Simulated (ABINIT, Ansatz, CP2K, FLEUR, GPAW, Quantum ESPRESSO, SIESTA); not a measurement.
One structure in several programs: WS (P6_3mc, 4 atoms in the cell)

Self-consistent single point.

```
CELL_PARAMETERS angstrom
      3.02551     0.00000     0.00000
     -1.51276     2.62017     0.00000
      0.00000     0.00000     8.18080
ATOMIC_POSITIONS crystal
  W  0.33333 0.66667 0.03629
  W  0.66667 0.33333 0.53629
  S  0.33333 0.66667 0.34071
  S  0.66667 0.33333 0.84071
```

Shared settings, as Ansatz (a program for electronic structure) writes them: kpoints.mp_grid.grid = 8 8 3; scf.occupations.method = fermi_dirac; scf.occupations.width = 0.1 eV. Potentials and cutoffs stand in the table.

```json
[
 {"code": "SIESTA", "model": "LDA PW92, numerical atomic orbitals TZP, PseudoDojo LDA standard norm-conserving potentials (rewritten from UPF to PSML)", "pressure (GPa)": "-11.66", "largest force (eV/Å)": "0.210", "cutoff": "grid 350 Ry"},
 {"code": "FLEUR", "model": "LDA (Perdew-Zunger), all-electron FLAPW (FLEUR), scalar-relativistic valence", "pressure (GPa)": "–", "largest force (eV/Å)": "0.252", "cutoff": "Kmax 4 1/bohr"},
 {"code": "ABINIT", "model": "LDA (PW92), PAW (JTH v2.0 LDA PAW)", "pressure (GPa)": "-10.94", "largest force (eV/Å)": "0.322", "cutoff": "21 Ha"},
 {"code": "CP2K", "model": "LDA (Pade form), GPW, DZVP-MOLOPT-SR-GTH basis, GTH-PADE potentials (GTH_POTENTIALS)", "pressure (GPa)": "-26.11", "largest force (eV/Å)": "0.279", "cutoff": "grid 500 Ry"},
 {"code": "Ansatz", "model": "LDA (PW92), PAW files made with PBE", "pressure (GPa)": "-10.66", "largest force (eV/Å)": "0.315", "cutoff": "default"},
 {"code": "GPAW", "model": "LDA (Perdew-Wang 92), GPAW PAW datasets LDA (gpaw-data 1.0.1)", "pressure (GPa)": "-11.17", "largest force (eV/Å)": "0.374", "cutoff": "600 eV"},
 {"code": "Quantum ESPRESSO", "model": "LDA (PW92), PseudoDojo standard norm-conserving (LDA) pseudopotentials", "pressure (GPa)": "-11.02", "largest force (eV/Å)": "0.337", "cutoff": "70 Ry"}
]
```

A dash marks a value that a program does not give, or that is left out as unsure.

On Ansatz's run: spin-orbit coupling is off. Spin polarisation is off.

The spread over the programs that give each value: pressure within 15.45 GPa; largest force within 0.164 eV/Å.

SIESTA and CP2K use small atom-centred bases, whose incompleteness enters pressures, forces and empty levels differently from a plane-wave cutoff. FLEUR treats all electrons, but the usual bases taken here (sphere radii, linearisation, local orbitals, empty states) were not tested for convergence, so the values are no reference for the others. Ansatz's pressure is given at a fixed set of plane waves, as the other plane-wave codes print theirs; with its correction for the finite basis it is -10.60 GPa. In the pressure, CP2K (by 15.14) lies more than 1 GPa from the median of the plane-wave programs. In the force vectors, SIESTA (by 0.121) and FLEUR (by 0.092) lie more than 0.08 eV/Å from the median of the plane-wave programs.

The starting cell comes from a database of computed structures (which also holds hypothetical and non-ambient phases and stackings), without a prior relaxation at this level.

Left out of this page: Elk (not drawn, or without a comparable value).

Keys are those of Ansatz 0.2.
